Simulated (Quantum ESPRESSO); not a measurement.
**One base run on In₂S₃O₁₂ (R-3, 34 atoms in the cell) and variants with one or two settings moved**

```yaml
crystal:
  lattice:
    - [4.22406, 2.43876, 7.75478]
    - [-4.22406, 2.43876, 7.75478]
    - [0.00000, -4.87752, 7.75478]
  atoms:
    - { symbol: In, position: [0.14450, 0.14450, 0.14450] }
    - { symbol: In, position: [0.85550, 0.85550, 0.85550] }
    - { symbol: In, position: [0.34837, 0.34837, 0.34837] }
    - { symbol: In, position: [0.65163, 0.65163, 0.65163] }
    - { symbol: S, position: [0.45594, 0.04062, 0.75193] }
    - { symbol: S, position: [0.54406, 0.95938, 0.24807] }
    - { symbol: S, position: [0.75193, 0.45594, 0.04062] }
    - { symbol: S, position: [0.24807, 0.54406, 0.95938] }
    - { symbol: S, position: [0.04062, 0.75193, 0.45594] }
    - { symbol: S, position: [0.95938, 0.24807, 0.54406] }
    - { symbol: O, position: [0.59807, 0.01994, 0.79734] }
    - { symbol: O, position: [0.40193, 0.98006, 0.20266] }
    - { symbol: O, position: [0.79734, 0.59807, 0.01994] }
    - { symbol: O, position: [0.20266, 0.40193, 0.98006] }
    - { symbol: O, position: [0.01994, 0.79734, 0.59807] }
    - { symbol: O, position: [0.98006, 0.20266, 0.40193] }
    - { symbol: O, position: [0.47213, 0.85190, 0.79390] }
    - { symbol: O, position: [0.52787, 0.14810, 0.20610] }
    - { symbol: O, position: [0.79390, 0.47213, 0.85190] }
    - { symbol: O, position: [0.20610, 0.52787, 0.14810] }
    - { symbol: O, position: [0.85190, 0.79390, 0.47213] }
    - { symbol: O, position: [0.14810, 0.20610, 0.52787] }
    - { symbol: O, position: [0.26248, 0.13443, 0.86913] }
    - { symbol: O, position: [0.73752, 0.86557, 0.13087] }
    - { symbol: O, position: [0.86913, 0.26248, 0.13443] }
    - { symbol: O, position: [0.13087, 0.73752, 0.86557] }
    - { symbol: O, position: [0.13443, 0.86913, 0.26248] }
    - { symbol: O, position: [0.86557, 0.13087, 0.73752] }
    - { symbol: O, position: [0.48913, 0.16016, 0.54805] }
    - { symbol: O, position: [0.51087, 0.83984, 0.45195] }
    - { symbol: O, position: [0.54805, 0.48913, 0.16016] }
    - { symbol: O, position: [0.45195, 0.51087, 0.83984] }
    - { symbol: O, position: [0.16016, 0.54805, 0.48913] }
    - { symbol: O, position: [0.83984, 0.45195, 0.51087] }
```

Base run A: PBEsol, GBRV 1.5 ultrasoft (PBESOL) pseudopotentials run with Quantum ESPRESSO, self-consistent single point.

Its settings: ecutwfc = 40 Ry; ecutrho = 200 Ry; occupations = smearing; smearing = fermi-dirac; degauss = 0.0036749 Ry; potentials = {In: in_pbesol_v1.4.uspp.F.UPF, S: s_pbesol_v1.4.uspp.F.UPF, O: o_pbesol_v1.2.uspp.F.UPF}; K_POINTS = automatic 2 2 2 0 0 0; conv_thr = 1e-10 Ry; mixing_beta = 0.5.

The starting cell comes from a database of computed structures (which also holds hypothetical and non-ambient phases and stackings), without a prior relaxation at this level.

ΔF is the free energy per atom less that of run A. 

Run A gave: pressure (GPa) 2.85; largest force (eV/Å) 0.891; gap on the mesh (eV) 4.115; k-points 4.

Runs:
- B: lattice scaled by 0.985
- C: nosym: default → true
- D: ecutwfc: 40 Ry → 46 Ry; ecutrho: 200 Ry → 230 Ry
- E: K_POINTS: automatic 2 2 2 0 0 0 → automatic 2 2 2 0 0 1
- F: diagonalization: default → rmm-davidson
- G: mixing_mode: default → TF

Q: What does run B change against A?

A: The free energy rises by 28.1 meV/atom, the pressure goes from 2.85 to 11.23 GPa, the largest force goes from 0.891 to 1.996 eV/Å and the gap on the mesh goes from 4.115 to 4.642 eV.

Q: What does run E change against A?

A: The free energy stays essentially unchanged (within 1 meV/atom), the pressure stays at 2.85 GPa, the largest force stays at 0.891 eV/Å and the gap on the mesh goes from 4.115 to 4.377 eV.

Q: What does run D change against A?

A: The free energy falls by 6.5 meV/atom, the pressure hardly changes (2.85 to 2.80 GPa), the largest force hardly changes (0.891 to 0.884 eV/Å) and the gap on the mesh hardly changes (4.115 to 4.116 eV).

```tsv
run	ΔF (meV/atom)	pressure (GPa)	largest force (eV/Å)	gap on the mesh (eV)	k-points
A	0.00	2.85	0.891	4.115	4
B	28.1	11.23	1.996	4.642	4
C	0.00	2.85	0.891	4.115	8
D	-6.5	2.80	0.884	4.116	4
E	-0.02	2.85	0.891	4.377	4
F	0.00	2.85	0.891	4.115	4
G	0.00	2.85	0.891	4.115	4
```
